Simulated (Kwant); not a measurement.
## In0.53Ga0.47As/In0.52Al0.48As stack with 3 barriers

System: In0.53Ga0.47As/In0.52Al0.48As stack with 3 barriers. One parabolic valley. Leads of mass 0.041 mₑ with the band edge at 0; grid 0.1 nm; bias swept from 0.0208 to 0.43967 V, dropping linearly over the stack. Emitter Fermi level 0.1 eV, 77 K, equal in the collector.

```csv
layer,thickness (nm),band offset (eV),mass (mₑ)
1,2.4,0.52,0.075
2,5.2,0,0.041
3,2.4,0.52,0.075
4,3.5,0,0.041
5,2.4,0.52,0.075
```

The device is made up for the run: typed textbook-type constants, with dimensions and the other settings drawn at random.

Model: one-band effective-mass tight-binding model in one dimension, coherent, no space charge, current by the Tsu-Esaki formula (Kwant).

```tsv
bias (V)	J (A/cm²)
0.02080	471
0.04698	2430
0.07316	9780
0.09934	29800
0.1255	69300
0.1517	117000
0.1779	138000
0.2041	133000
0.2302	119000
0.2564	104000
0.2826	99100
0.3873	1760
0.4135	759
0.4397	530
```
